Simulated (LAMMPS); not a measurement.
System: Ni (fcc) with 25 % of Ni sites Pt, 4000 atoms, at 1260 K and 0 GPa, heated as the crystal.

Method: classical MD, pair style eam, the elements' _u3.eam files (universal-3 set of Foiles, Baskes and Daw), run in LAMMPS.

| Property | Result |
|---|---|
| state found | crystal; no diffusion seen in 30 ps |
| density | 12.1044 ± 0.0004 g/cm³ |
| volume per atom | 12.7296 ± 0.0004 Å³ |
| enthalpy per atom | -4.4994 ± 0.0002 eV |
| first peak of g(r), Ni-Pt | 2.57 Å, height 3.8 |
| coordination number of Ni by Pt | 3.03 (counted to 3.22 Å) |
| coordination number of Pt by Ni | 9.1 (counted to 3.22 Å) |
| first peak of g(r), Ni-Ni | 2.52 Å, height 3.7 |
| coordination number of Ni by Ni | 9.1 (counted to 3.22 Å) |
| first peak of g(r), Pt-Pt | 2.71 Å, height 3.5 |
| coordination number of Pt by Pt | 3.23 (counted to 3.34 Å) |
| most common Ni-Ni-Pt angle | in the 3° bin centred on 58.5° (mean of all 96°) |
| most common Pt-Ni-Pt angle | in the 3° bin centred on 61.5° (mean of all 98°) |
| most common Ni-Ni-Ni angle | in the 3° bin centred on 58.5° (mean of all 97°) |
| mean frequency of the velocity spectrum | 4.8 THz |
| cost | roughly 6 core-minutes |

Potential: the _u3.eam files of the LAMMPS distribution; the Cu file's header cites Foiles et al, Phys Rev B, 33, 7983 (1986).

Caution: the random arrangement on this lattice is imposed, and need not be a phase that exists in equilibrium. Caution: a run this short can hold a crystal over, or a liquid under, the potential's melting point.

States go by the mean squared displacement: a species diffuses where it passes 1.5 Å², still rises and gives D over 1e-6 cm²/s; a crystal has left its structure where atoms lie 0.35 Å off their sites on average or a cubic box changes its shape by 3 %.

Errors shown are sampling errors alone.

| r (Å) | g(r), Ni-Pt | g(r), Ni-Ni | g(r), Pt-Pt |
|---|---|---|---|
| 2.020 | 0.000 | 0.000 | 0.000 |
| 2.060 | 0.002 | 0.004 | 0.000 |
| 2.100 | 0.008 | 0.022 | 0.000 |
| 2.140 | 0.031 | 0.073 | 0.000 |
| 2.180 | 0.076 | 0.181 | 0.003 |
| 2.220 | 0.196 | 0.444 | 0.016 |
| 2.260 | 0.404 | 0.835 | 0.032 |
| 2.300 | 0.777 | 1.39 | 0.110 |
| 2.340 | 1.27 | 1.95 | 0.210 |
| 2.380 | 1.86 | 2.65 | 0.460 |
| 2.420 | 2.48 | 3.19 | 0.683 |
| 2.460 | 3.12 | 3.65 | 1.09 |
| 2.500 | 3.52 | 3.67 | 1.51 |
| 2.540 | 3.75 | 3.75 | 2.12 |
| 2.580 | 3.81 | 3.60 | 2.73 |
| 2.620 | 3.59 | 3.34 | 3.10 |
| 2.660 | 3.39 | 2.98 | 3.55 |
| 2.700 | 3.00 | 2.59 | 3.55 |
| 2.740 | 2.59 | 2.26 | 3.49 |
| 2.780 | 2.18 | 1.87 | 3.39 |
| 2.820 | 1.80 | 1.51 | 3.00 |
| 2.860 | 1.44 | 1.22 | 2.66 |
| 2.900 | 1.11 | 0.975 | 2.22 |
| 2.940 | 0.913 | 0.782 | 1.83 |
| 2.980 | 0.662 | 0.609 | 1.47 |
| 3.020 | 0.541 | 0.472 | 1.13 |
| 3.060 | 0.428 | 0.379 | 0.805 |
| 3.100 | 0.349 | 0.310 | 0.696 |
| 3.140 | 0.279 | 0.261 | 0.562 |
| 3.180 | 0.264 | 0.232 | 0.508 |
| 3.220 | 0.256 | 0.227 | 0.462 |
| 3.260 | 0.273 | 0.238 | 0.397 |
| 3.300 | 0.282 | 0.259 | 0.411 |
| 3.340 | 0.319 | 0.291 | 0.410 |
| 3.380 | 0.353 | 0.346 | 0.414 |
| 3.420 | 0.412 | 0.396 | 0.456 |
| 3.460 | 0.445 | 0.458 | 0.456 |
| 3.500 | 0.497 | 0.508 | 0.488 |
| 3.540 | 0.540 | 0.560 | 0.511 |
| 3.580 | 0.603 | 0.613 | 0.543 |
| 3.620 | 0.632 | 0.661 | 0.607 |
| 3.660 | 0.636 | 0.685 | 0.614 |
| 3.700 | 0.640 | 0.708 | 0.631 |
| 3.740 | 0.666 | 0.706 | 0.614 |
| 3.780 | 0.637 | 0.656 | 0.616 |
| 3.820 | 0.616 | 0.630 | 0.555 |
| 3.860 | 0.585 | 0.601 | 0.582 |
| 3.900 | 0.561 | 0.580 | 0.563 |
| 3.940 | 0.528 | 0.520 | 0.528 |
| 3.980 | 0.529 | 0.514 | 0.510 |
| 4.020 | 0.525 | 0.521 | 0.530 |
| 4.060 | 0.561 | 0.548 | 0.569 |
| 4.100 | 0.612 | 0.613 | 0.625 |
| 4.140 | 0.708 | 0.730 | 0.705 |
| 4.180 | 0.796 | 0.858 | 0.782 |
| 4.220 | 0.940 | 1.02 | 0.957 |
| 4.260 | 1.10 | 1.19 | 1.04 |
| 4.300 | 1.30 | 1.39 | 1.21 |
| 4.340 | 1.44 | 1.56 | 1.28 |
| 4.380 | 1.60 | 1.73 | 1.44 |
| 4.420 | 1.74 | 1.86 | 1.62 |
| 4.460 | 1.86 | 1.94 | 1.66 |
| 4.500 | 1.90 | 1.96 | 1.69 |
| 4.540 | 1.90 | 1.96 | 1.74 |
| 4.580 | 1.85 | 1.88 | 1.77 |
| 4.620 | 1.76 | 1.77 | 1.70 |
| 4.660 | 1.66 | 1.64 | 1.60 |
| 4.700 | 1.53 | 1.48 | 1.51 |
| 4.740 | 1.39 | 1.33 | 1.36 |
| 4.780 | 1.27 | 1.20 | 1.34 |
| 4.820 | 1.14 | 1.05 | 1.14 |
| 4.860 | 1.04 | 0.967 | 1.05 |
| 4.900 | 0.969 | 0.904 | 0.960 |
| 4.940 | 0.878 | 0.845 | 0.941 |
| 4.980 | 0.838 | 0.817 | 0.930 |
| 5.020 | 0.816 | 0.802 | 0.851 |
| 5.060 | 0.824 | 0.803 | 0.829 |
| 5.100 | 0.813 | 0.815 | 0.789 |
| 5.140 | 0.844 | 0.832 | 0.818 |
| 5.180 | 0.839 | 0.826 | 0.837 |
| 5.220 | 0.848 | 0.819 | 0.852 |
| 5.260 | 0.835 | 0.812 | 0.871 |
| 5.300 | 0.840 | 0.809 | 0.882 |
| 5.340 | 0.842 | 0.789 | 0.850 |
| 5.380 | 0.823 | 0.772 | 0.918 |
| 5.420 | 0.830 | 0.784 | 0.894 |
| 5.460 | 0.837 | 0.785 | 0.927 |
| 5.500 | 0.855 | 0.817 | 0.895 |
| 5.540 | 0.878 | 0.830 | 0.935 |
| 5.580 | 0.894 | 0.875 | 0.937 |
| 5.620 | 0.938 | 0.923 | 0.966 |
| 5.660 | 0.982 | 0.971 | 0.988 |
| 5.700 | 1.01 | 1.03 | 1.05 |
| 5.740 | 1.07 | 1.07 | 1.08 |
| 5.780 | 1.08 | 1.11 | 1.07 |
| 5.820 | 1.09 | 1.13 | 1.06 |
| 5.860 | 1.09 | 1.15 | 1.05 |
| 5.900 | 1.07 | 1.11 | 1.02 |
| 5.940 | 1.04 | 1.09 | 1.02 |
| 5.980 | 1.01 | 1.03 | 0.976 |
| 6.020 | 0.943 | 0.965 | 0.931 |
| 6.060 | 0.897 | 0.914 | 0.844 |
